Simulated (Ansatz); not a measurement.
Consider AlCrB (space group Cmcm, No. 63; a = 3.0013 Å, b = 13.8968 Å, c = 2.9670 Å; non-magnetic; a hypothetical phase, not in the database extracts checked).

Level of theory: PBE, PAW, 420 eV (Ansatz, a quantum-chemistry and plane-wave program; scalar-relativistic without spin-orbit coupling).

Base values:

The pressure is 0.0 GPa and the band gap is zero.

Perturbation: an isotropic linear strain of −5.96 %, atoms relaxed at fixed cell.

**Question.** Estimate the effect on the pressure.

**Answer.** The pressure (mean of the normal stresses, compression positive) goes from zero to 52.0 GPa.

**Question.** Predict the new energy relative to the base.

**Answer.** The energy rises by 0.240 eV/atom.

**Question.** Estimate the effect on the largest internal atomic displacement.

**Answer.** The largest internal atomic displacement amounts to 0.048 Å.

**Question.** Predict the new band gap.

**Answer.** The band gap is still zero.

Stability against distortions was not tested. Starting moments died away, wholly or in part, for the base; another magnetic solution may exist. All final runs are without spin polarisation.
